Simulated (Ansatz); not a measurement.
The parent structure is Co in the hcp (Mg type) structure (space group P6_3/mmc, No. 194; a = 2.4939 Å, c = 4.0318 Å; ferromagnetic).

All numbers come from plane-wave PAW DFT at the PBE level (Ansatz, a first-principles code, 420 eV), no SOC.

One change was made to it. Results:

The largest site moment stays essentially unchanged (1.69 μB against 1.70 μB); the density decreases by 0.087 g/cm³ to 8.93 g/cm³.

Q: Which change produced these results?
(A) pressure 5 GPa
(B) pressure 0.3 GPa
(C) pressure −1 GPa
(D) pressure 0.7 GPa
(E) pressure −2 GPa

A: E, pressure −2 GPa. For comparison, the density in the other runs: pressure 0.7 GPa gives 9.04 g/cm³; pressure 5 GPa gives 9.22 g/cm³; pressure −1 GPa gives 8.97 g/cm³; pressure 0.3 GPa gives 9.03 g/cm³.

The magnetic state is the one reached from the starting moments; the real material's order can differ, and small cells can't hold many antiferromagnetic ones. Load acts through the strain it causes; cell and atoms are relaxed under it. Whether these cells are dynamically stable was not tested. Competing high-pressure phases were not computed.
